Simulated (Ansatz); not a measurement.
The starting structures come from a database of crystals and need not be the phases stable at ambient conditions.

## Evanescent states of LaCl3 (P6_3/m, not sure to be the ambient phase, 8 atoms a cell, 26.9 Å³ an atom) along the normal of (001)

Method: r2SCAN (plane waves, PAW; Ansatz, a program for electronic structure).

The gap is the functional's own. No spin-orbit coupling. Mid-gap values are interpolated on the energy grid.

Energies count from the valence-band top; κ is the least over a 6×6 mesh across the current.

| E (eV) | κ (1/Å) | where |
|---|---|---|
| 0.10 | 0.171 | Γ |
| 0.32 | 0.233 | Γ |
| 0.53 | 0.276 | Γ |
| 0.73 | 0.309 | Γ |
| 0.94 | 0.335 | Γ |
| 1.16 | 0.357 | Γ |
| 1.36 | 0.375 | Γ |
| 1.57 | 0.389 | Γ |
| 1.78 | 0.402 | Γ |
| 2.00 | 0.412 | Γ |
| 2.21 | 0.419 | Γ |
| 2.42 | 0.426 | Γ |
| 2.62 | 0.430 | Γ |
| 2.83 | 0.433 | Γ |
| 3.04 | 0.434 | Γ |
| 3.25 | 0.434 | Γ |
| 3.46 | 0.432 | Γ |
| 3.67 | 0.428 | Γ |
| 3.88 | 0.421 | Γ |
| 4.09 | 0.410 | Γ |
| 4.30 | 0.283 | Γ |

Q: How thick must the barrier be to attenuate the transmission by 10^8 when the electrodes' Fermi level lies at 3.67 eV, and what attenuation does that film give at 2.00 eV?

A: d = 8 ln 10 / (2 × 0.428) = 21.5 Å. At 2.00 eV it gives 8 × 0.412/0.428 = 7.7 decades.
